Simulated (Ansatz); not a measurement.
# WSe2, thickness series

Take WSe2 in the 2H-MoS2 type structure (space group P6_3/mmc, No. 194; a = 3.231 Å, c = 12.411 Å; layered, stacked along the Cartesian z axis) as the base.

Free-standing slabs (3 atom(s) a layer) normal to the stacking axis with 15 Å of vacuum; in-plane cell relaxed.

The values are results of PBEsol-D3(BJ) (Ansatz, a quantum-chemistry and plane-wave program), no spin-orbit coupling, not measurements.

Notes on the quantities. excess energy per area of both faces: slab less bulk energy over the cell's area: twice a surface energy; layer's space group: with vacuum.

```tsv
change	excess energy per area of both faces	layer's space group	gap character
1 layer	0.96 J/m²	P-6m2 (No. 187)	indirect, K → K–Γ (47 % along)
2 layers	1.00 J/m²	P-3m1 (No. 164)	[?]
3 layers	1.00 J/m²	P-6m2 (No. 187)	[?]
```

Q: Some entries are withheld; estimate them.

A: 
- 2 layers, gap character: indirect, Γ → K–Γ (47 % along)
- 3 layers, gap character: indirect, Γ → K–Γ (45 % along)

The excess energy carries the mismatch between the slab's and the bulk's meshes. Spin-orbit coupling, missing from the scalar runs, can matter with W. Whether these cells are dynamically stable was not tested. Labels are those of the standard path for the cell's own space group.
